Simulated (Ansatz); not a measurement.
System: Mo₂GeN (model structure, started from the MAX type, P6₃/mmc, No. 194, 8 atoms in the cell). Method: LDA (Ansatz, a first-principles code, PAW).

Numerical settings: plane-wave cutoff 520 eV, 24×24×6 k mesh (along the axes of the cell as run), Fermi–Dirac smearing 0.05 eV, no spin polarisation, scalar-relativistic PAW data made under PBE.

Cell (relaxed at this level):

```
Mo2GeN
1.0
    3.16276     0.00000     0.00000
   -1.58138     2.73903     0.00000
    0.00000     0.00000    11.87994
Ge Mo N
2 4 2
Direct
  0.33333   0.66667   0.75000
  0.66667   0.33333   0.25000
  0.33333   0.66667   0.08485
  0.66667   0.33333   0.58485
  0.66667   0.33333   0.91515
  0.33333   0.66667   0.41515
  0.00000   0.00000   0.00000
  0.00000   0.00000   0.50000
```

**Question.** Estimate the bulk modulus that the calculation returns.

**Answer.** 
- bulk modulus: 236 GPa

Note: the run has no spin polarisation, so it can have missed a magnetic state; the bulk modulus is −V dP/dV from two relaxed cells at ±2 % in volume; the relaxation could raise the start's symmetry but not lower it, so the cell can be a saddle point.

The result took roughly 17 core-minutes.

A model structure was made by putting elements into a prototype or built by hand; it is no filed structure, need not be a known phase, and can be a saddle point held by its symmetry.
